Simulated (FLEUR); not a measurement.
# Tetragonal strain at fixed volume: fcc Ca (space group 225) (FLEUR, LDA)

```
Ca
1.0
    0.00000     2.60148     2.80677
    2.60148     0.00000     2.80677
    2.60148     2.60148     0.00000
Ca
1
Cartesian
  0.00000   0.00000   0.00000
```

Method of the run: LDA (Vosko-Wilk-Nusair), all-electron FLAPW (FLEUR), scalar-relativistic valence (FLEUR). Settings: Kmax = 4.33 1/bohr; GmaxXC = 13 1/bohr; xcFunctional = vwn; jspins = 1; l_soc = F; mode = hist; fermiSmearingEnergy = 0.00183747 Htr; mesh (inpgen div1-3) = 28 28 28; inpgen gamma flag = true; Gmax = 13 1/bohr; numbands = 0; maxIterBroyd = 40; imix = Anderson; alpha = 0.05; precondParam = 0; minDistance = 1e-05 me/bohr^3. The cell above is the first row's. The rows deform the cubic crystal at fixed volume: two cube axes by 1 + δ, the third by (1 + δ)⁻². E is the free energy at the stated smearing above the cubic cell, and y = E/δ². In all rows the k mesh is held.

```csv
δ (%),y (meV/atom per %²)
-2.5,0.691
-2.0,0.653
-1.5,0.617
-1.0,0.582
1.0,0.456
1.5,0.428
2.0,0.400
2.5,?
```

Fit y of the 7 rows that show it with a straight line. Means: δ -0.35714, y 0.5467. About the means, the sum of products is -1.2762 and the sum of squares of δ is 19.857; the slope is their ratio. Least squares gives y = 0.5238 - 0.06427·δ. Residuals (row less fit): 0.0065, 0.0007, -0.0032, -0.0061, -0.0035, 0.0006, 0.0047; standard error 0.0050 (degrees of freedom: 5). To second order E = 3(C11 - C12)·V·δ², so the intercept gives, with V = 37.991 Å^3/atom and δ in per cent, C11 - C12 = 0.5238 × 10⁴ × 0.160218 / (3 × 37.991) = 7 GPa. The slope measures the third-order term; a fourth-order term enters the intercept as a small bias.

Q: Predict the withheld y at δ = 2.5 from the fit, and compare with the calculation.

A: y = 0.5238 - 0.06427 × 2.5 = 0.3631 meV/atom per %². The calculation gives 0.374 meV/atom per %², 0.0109 meV/atom per %² above the prediction (3.4 % of the range of y in the table). The row lies outside the fitted rows, so this is an extrapolation. From the scatter of the fitted rows alone, a prediction at this place has a standard error of 0.0062 meV/atom per %², so the miss is 1.7 times that.

Carrying the step between the two nearest rows on in a straight line would have given 0.372, off by 0.002; series whose last step already gives the withheld value aren't shown. The reference cell has the volume at which an earlier scan in this program and functional put its minimum by a fit (its basis settings may differ). Values depend on the basis (sphere radii, cutoffs, local orbitals), which need not be converged. In metals such curves are sensitive to mesh and smearing. Cutoffs and mesh are single choices, not tested for convergence of this quantity. Series with a scatter that would blur these digits, or in which a gap closes, are not shown. Strain series were run only where this level's volume lies within 10 % of a first guess from the measured size.
